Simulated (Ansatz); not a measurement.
Short convergence ladders for CsCdCl₃ (Pm-3m, 5 atoms in the cell)

```
CELL_PARAMETERS angstrom
      5.28019     0.00000     0.00000
      0.00000     5.28019     0.00000
      0.00000     0.00000     5.28019
ATOMIC_POSITIONS crystal
  Cs 0.00000 0.00000 0.00000
  Cd 0.50000 0.50000 0.50000
  Cl 0.00000 0.50000 0.50000
  Cl 0.50000 0.00000 0.50000
  Cl 0.50000 0.50000 0.00000
```

Base method: LDA (PW92), default PAW files made with PBE (plane waves; Ansatz, a quantum-chemistry and plane-wave program).

Base settings: basis.ecutwfc = 30.9 Ry; kpoints.mp_grid.grid = 5 5 5; hamiltonian.xc = lda; hamiltonian.pseudopotentials = {kind: paw} (the program's default PAW files); scf.occupations.method = fixed.

Core times come from one kind of shared machine, to one figure; runs under 30 s give none.

**Zone-centre phonons against the cutoff**

In this ladder: phonons.method = dfpt; phonons.dielectric = true; phonons.rigid_motions = translations.

The mesh stays at the base's, so the ladder's end is converged at best in this setting alone.

Frequencies are those of the unrelaxed cell, without the LO-TO term of polar crystals.

Only quantities that move along the ladder and can be compared are tabulated.

ε∞ and Born charges come from denser meshes that the program picks itself.

| basis.ecutwfc | highest zone-centre frequency (cm⁻¹) | lowest optical frequency (cm⁻¹) | largest Born charge (mean of the diagonal) (e) | mean ε∞ | core time / last (rough) |
|---|---|---|---|---|---|
| 15.4 Ry | 174.0 | 48.1 | 2.801 | 3.618 | 0.3 |
| 18.4 Ry | 196.6 | 44.1 | 2.789 | 3.634 | 0.3 |
| 21.7 Ry | 194.2 | 41.0 | 2.797 | 3.640 | 0.3 |
| 26.1 Ry | 191.7 | 40.6 | 2.801 | 3.643 | 0.5 |
| 30.9 Ry | 191.7 | 40.6 | 2.802 | 3.643 | 0.5 |
| 37.1 Ry | 191.7 | 40.6 | 2.802 | 3.643 | 0.7 |
| 46.3 Ry | 191.7 | 40.6 | 2.802 | 3.644 | 1 |

Coarsest basis.ecutwfc that holds the lowest optical frequency within 2 cm⁻¹ of the last step, with all finer ones: 21.7 Ry, at about 0.3 of the last step's time; the step before is off by 3.5 cm⁻¹.

Coarsest basis.ecutwfc that holds the highest zone-centre frequency within 2 cm⁻¹ of the last step, with all finer ones: 26.1 Ry; the step before is off by 2.5 cm⁻¹.

Coarsest basis.ecutwfc that holds the largest Born charge (mean of the diagonal) within 0.01 e of the last step, with all finer ones: 21.7 Ry, at about 0.3 of the last step's time; the step before is off by 0.013 e.

**The force threshold of a relaxation**

On CsCdCl3 (P4mm, 5 atoms in the cell): one atom moved by 0.15 angstrom.

In this ladder: relax = atoms.

The mesh stays at the base's, so the ladder's end is converged at best in this setting alone.

Only quantities that move along the ladder and can be compared are tabulated.

| relax.f_tol | free energy less the last step's (meV/atom) | largest force left (eV/Å) | relaxation steps |
|---|---|---|---|
| 0.2 eV/Å | 1.16 | 0.0793 | 2 |
| 0.1 eV/Å | 1.16 | 0.0793 | 2 |
| 0.05 eV/Å | 0.01 | 0.0116 | 3 |
| 0.03 eV/Å | 0.01 | 0.0116 | 3 |
| 0.02 eV/Å | 0.01 | 0.0116 | 3 |
| 0.01 eV/Å | 0.01 | 0.0098 | 4 |
| 0.005 eV/Å | 0.00 | 0.0004 | 5 |
| 0.001 eV/Å | 0.00 | 0.0005 | 6 |

Coarsest relax.f_tol that holds the largest force left within 0.005 eV/Å of the last step, with all finer ones: 0.005 eV/Å; the step before is off by 0.0094 eV/Å.

Coarsest relax.f_tol that holds the free energy within 0.05 meV/atom of the last step, with all finer ones: 0.05 eV/Å; the step before is off by 1.2 meV/atom.

Two neighbours can agree and both be off: 0.2 eV/Å and 0.1 eV/Å differ by 0.00 meV/atom in the free energy, yet lie about 1.2 meV/atom from the last step.

**The dielectric constant against shifted meshes**

In this ladder: kpoints.mp_grid.shift = 0.5 0.5 0.5; dielectric = true; dielectric.field_mesh = kpoints.

Only quantities that move along the ladder and can be compared are tabulated.

| kpoints.mp_grid.grid | mean ε∞ | core time / last (rough) |
|---|---|---|
| 2 2 2 | 3.375 | – |
| 3 3 3 | 3.582 | – |
| 4 4 4 | 3.625 | – |
| 5 5 5 | 3.638 | 0.1 |
| 6 6 6 | 3.642 | 0.1 |
| 9 9 9 | 3.644 | 0.6 |
| 12 12 12 | 3.644 | 1 |

Coarsest kpoints.mp_grid.grid that holds the mean ε∞ within 0.01 of the last step, with all finer ones: 5 5 5, at about 0.1 of the last step's time; the step before is off by 0.019.

On the base run: the starting cell comes from a database of computed structures (which also holds hypothetical and non-ambient phases and stackings), without a prior relaxation at this level. Its lattice was rescaled by up to half a per cent. In the base run, with a pressure of about -3 GPa the cell is away from its equilibrium volume at this level.

Keys are those of Ansatz 0.2.
